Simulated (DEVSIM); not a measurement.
Device: Si n+/n-/n+ resistor, at 300 K.

| layer (left to right) | material | thickness (μm) | Nd (cm⁻³) | τn (s) | τp (s) |
|---|---|---|---|---|---|
| 1 | Si | 0.140 | 5e18 | 0.00013 | 0.00013 |
| 2 | Si | 0.140 | 1.2e14 | 0.00013 | 0.00013 |
| 3 | Si | 0.460 | 1.9e17 | 0.00013 | 3.9e-5 |

Left contact: ohmic. Right contact: ohmic. Voltage is applied to the left contact. Recombination: SRH at mid-gap. Mobility is constant in doping.

The device is made up for the run: typed textbook-type constants, with dimensions and the other settings drawn at random. Values at 300 K.

| parameter | Si |
|---|---|
| gap (eV) | 1.124 |
| affinity (eV) | 4.05 |
| permittivity | 11.7 |
| Nc (cm⁻³) | 2.86e19 |
| Nv (cm⁻³) | 3.1e19 |
| μn (cm²/Vs) | 1417 |
| μp (cm²/Vs) | 470 |

Simulated with DEVSIM: 1D drift-diffusion, Boltzmann statistics, complete ionisation; no tunnelling, impact ionisation, image-force lowering or self-heating.

Tabulate band edges, carrier densities and field at 1.15 V on the left contact.

Energies count from the Fermi level of the right contact; mesh points crowd at the junctions.

```json
[
 {"x (μm)": "0.000", "Ec (eV)": "-1.105", "Ev (eV)": "-2.229", "n (cm⁻³)": "5.0e18", "p (cm⁻³)": "< 1e2", "field (V/cm)": "370"},
 {"x (μm)": "0.01394", "Ec (eV)": "-1.104", "Ev (eV)": "-2.228", "n (cm⁻³)": "5.0e18", "p (cm⁻³)": "< 1e2", "field (V/cm)": "370"},
 {"x (μm)": "0.03496", "Ec (eV)": "-1.104", "Ev (eV)": "-2.228", "n (cm⁻³)": "5.0e18", "p (cm⁻³)": "< 1e2", "field (V/cm)": "370"},
 {"x (μm)": "0.06194", "Ec (eV)": "-1.103", "Ev (eV)": "-2.227", "n (cm⁻³)": "5.0e18", "p (cm⁻³)": "< 1e2", "field (V/cm)": "370"},
 {"x (μm)": "0.1032", "Ec (eV)": "-1.101", "Ev (eV)": "-2.225", "n (cm⁻³)": "5.0e18", "p (cm⁻³)": "< 1e2", "field (V/cm)": "370"},
 {"x (μm)": "0.1234", "Ec (eV)": "-1.100", "Ev (eV)": "-2.224", "n (cm⁻³)": "5.0e18", "p (cm⁻³)": "< 1e2", "field (V/cm)": "400"},
 {"x (μm)": "0.1380", "Ec (eV)": "-1.085", "Ev (eV)": "-2.209", "n (cm⁻³)": "2.8e18", "p (cm⁻³)": "< 1e2", "field (V/cm)": "75000"},
 {"x (μm)": "0.1582", "Ec (eV)": "-0.903", "Ev (eV)": "-2.027", "n (cm⁻³)": "2.5e16", "p (cm⁻³)": "< 1e2", "field (V/cm)": "78000"},
 {"x (μm)": "0.1789", "Ec (eV)": "-0.749", "Ev (eV)": "-1.873", "n (cm⁻³)": "2.6e16", "p (cm⁻³)": "< 1e2", "field (V/cm)": "70000"},
 {"x (μm)": "0.2073", "Ec (eV)": "-0.565", "Ev (eV)": "-1.689", "n (cm⁻³)": "3.1e16", "p (cm⁻³)": "< 1e2", "field (V/cm)": "58000"},
 {"x (μm)": "0.2392", "Ec (eV)": "-0.406", "Ev (eV)": "-1.530", "n (cm⁻³)": "4.2e16", "p (cm⁻³)": "< 1e2", "field (V/cm)": "41000"},
 {"x (μm)": "0.2661", "Ec (eV)": "-0.323", "Ev (eV)": "-1.447", "n (cm⁻³)": "7.0e16", "p (cm⁻³)": "< 1e2", "field (V/cm)": "19000"},
 {"x (μm)": "0.2810", "Ec (eV)": "-0.309", "Ev (eV)": "-1.433", "n (cm⁻³)": "1.3e17", "p (cm⁻³)": "< 1e2", "field (V/cm)": "1700"},
 {"x (μm)": "0.2963", "Ec (eV)": "-0.300", "Ev (eV)": "-1.424", "n (cm⁻³)": "1.8e17", "p (cm⁻³)": "< 1e2", "field (V/cm)": "8500"},
 {"x (μm)": "0.3306", "Ec (eV)": "-0.268", "Ev (eV)": "-1.392", "n (cm⁻³)": "1.9e17", "p (cm⁻³)": "< 1e2", "field (V/cm)": "9700"},
 {"x (μm)": "0.3776", "Ec (eV)": "-0.222", "Ev (eV)": "-1.346", "n (cm⁻³)": "1.9e17", "p (cm⁻³)": "< 1e2", "field (V/cm)": "9700"},
 {"x (μm)": "0.4460", "Ec (eV)": "-0.156", "Ev (eV)": "-1.280", "n (cm⁻³)": "1.9e17", "p (cm⁻³)": "< 1e2", "field (V/cm)": "9700"},
 {"x (μm)": "0.5449", "Ec (eV)": "-0.060", "Ev (eV)": "-1.184", "n (cm⁻³)": "1.9e17", "p (cm⁻³)": "< 1e2", "field (V/cm)": "9700"},
 {"x (μm)": "0.6475", "Ec (eV)": "0.040", "Ev (eV)": "-1.084", "n (cm⁻³)": "1.9e17", "p (cm⁻³)": "< 1e2", "field (V/cm)": "9700"},
 {"x (μm)": "0.6898", "Ec (eV)": "0.081", "Ev (eV)": "-1.043", "n (cm⁻³)": "1.9e17", "p (cm⁻³)": "< 1e2", "field (V/cm)": "9700"},
 {"x (μm)": "0.7189", "Ec (eV)": "0.109", "Ev (eV)": "-1.015", "n (cm⁻³)": "1.9e17", "p (cm⁻³)": "280", "field (V/cm)": "9700"},
 {"x (μm)": "0.7400", "Ec (eV)": "0.130", "Ev (eV)": "-0.994", "n (cm⁻³)": "1.9e17", "p (cm⁻³)": "610", "field (V/cm)": "9700"}
]
```
